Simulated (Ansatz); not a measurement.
Results of r²SCAN (plane waves, PAW; Ansatz, an electronic-structure program) for AlB2-type MgB₂.

Input file:

Ansatz 0.2 input:
```yaml
crystal:
  lattice:
    - [1.5343037667, -2.6574920782, 0.0]
    - [1.5343037667, 2.6574920782, 0.0]
    - [0.0, 0.0, 3.5113379666]
  atoms:
    - { symbol: Mg, position: [0.0, 0.0, 0.0] }
    - { symbol: B, position: [0.3333333333, 0.6666666667, 0.5] }
    - { symbol: B, position: [0.6666666667, 0.3333333333, 0.5] }
basis:
  ecutwfc: 560
  ecutrho_ratio: 4
  xc_grid: 3
kpoints:
  mp_grid: { grid: [24, 24, 16] }
hamiltonian:
  xc: r2scan
  dispersion: none
  pseudopotentials: { kind: paw }
scf:
  occupations: { method: fermi_dirac, width: 0.05 }
  convergence: { dr2_threshold: 0.0000000003 }
output:
  forces: true
  stress: true
  eigenvalues: true
```

Excerpt of the program's output:

```
Crystal: 3 atoms, lattice volume = 28.634 Å³
Basis set: ecut = 560 eV, 847 PW (Γ), exchange–correlation on 72×72×90 points (27 copies of the dense FFT grid, shifted against one another)
Bands: 12, of which v1, the nominal top of the filled ones, is band 8 counted from 1 (7 counted from 0)
Symmetry: 24 space group operations
Space group: P6/mmm (ITA 191), of the structure as read, at distance tolerance 3.1e-5 Å
k-points: 549 of 9216
Functional: x = r2scan, c = r2scan; τ floored in thin density (d = 2e-4 eV/Å³)
SCF iter   1: F=—  HF=-2239.999372 eV  |F-HF|=—  |Δ(HF+E_count)|=         —  Δρ=7.29e-3  dr2=5.14e-3  dr2_τ=2.27e-1
SCF iter   2: F=—  HF=-2240.063127 eV  |F-HF|=—  |Δ(HF+E_count)|=   6.38e-2  Δρ=4.02e-3  dr2=2.63e-3  dr2_τ=5.23e-5
  ...
SCF iter   7: F=—  HF=-2240.063886 eV  |F-HF|=—  |Δ(HF+E_count)|=   3.55e-9  Δρ=1.31e-6  dr2=4.91e-10  dr2_τ=3.34e-12
SCF iter   8: F=-2240.063886 eV  HF=-2240.063886 eV  |F-HF|=2.73e-12  |Δ(HF+E_count)|=  8.21e-10  Δρ=1.33e-7  dr2=9.01e-12  dr2_τ=1.09e-13
SCF 1 converged in 8 iterations: F = -2240.063886 eV  dr2 = 9.01e-12
SCF converged after 8 iterations
Free energy (F): -2240.063886 eV
Internal energy: -2240.058997 eV  (E = F + TS)
E sigma→0 (E₀):  -2240.061441 eV
Fermi energy:    9.382298 eV
--- Forces (eV/Å), atoms counted from 1 ---
  atom   1  Mg    -0.00000000     0.00000000     0.00000000
  atom   2  B      0.00000000    -0.00000000     0.00000000
  atom   3  B     -0.00000000     0.00000000     0.00000000
--- Stress (GPa, compression-positive) ---
       -0.000866       0.000000       0.000000
        0.000000      -0.000866       0.000000
        0.000000       0.000000       0.002637
  P = ⅓ Tr σ = 0.0003 GPa (0.003 kbar)
```

The PAW data were made under PBE.
